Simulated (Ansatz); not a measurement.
ZnSe under load (space group I-4m2), r2SCAN with spin-orbit coupling, rigid bands (Ansatz, a first-principles code). Condition of this run: uniaxial stress along [001] of -2.4 GPa (compression positive) (the target of the relaxation). Band gap 1.67 eV, N_c = 1.21e18 cm⁻³ and N_v = 7.58e18 cm⁻³ at 300 K, conductivity masses along y (a = (0.00, 2.77, 2.94) Å; b = (2.77, 0.00, 2.94) Å; c = (2.77, 2.77, 0.00) Å) of 0.132 mₑ (electrons) and 0.457 mₑ (holes). Take k_BT = 0.02585 eV.

Q: What thermal injection velocity √(2k_BT/πm) limits a ballistic channel along the direction named?

A: 1.48e7 cm/s for electrons and 7.96e6 cm/s for holes, a ratio of √(m_h/m_e) = 1.86, for dilute carriers.

Q: Find the intrinsic carrier density and the intrinsic Fermi level.

A: n_i = √(N_c N_v) exp(−E_g/2k_BT) = 3.03e18 × exp(−32.30) = 2.8e4 cm⁻³. The level lies (k_BT/2) ln(N_v/N_c) = 24 meV from mid-gap (positive towards the conduction band). Each 0.1 eV added to the gap lowers n_i by a factor of 6.9.

Q: A film of it is 8 nm thick, with its normal along the direction named. Estimate the confinement energies in an infinite well.

A: ħ²π²/(2m t²) = 0.376 eV·nm²/(m/mₑ × t²) gives 44.5 meV for electrons and 12.9 meV for holes, so the gap would widen to about 1.73 eV. Finite barriers and nonparabolic bands lower this, and with several valleys or bands the heaviest mass along the normal sets the lowest level, not this average.

Rigid bands with the computed gap; masses take one relaxation time for all states. Geometry: cell and atoms relaxed with PBEsol.
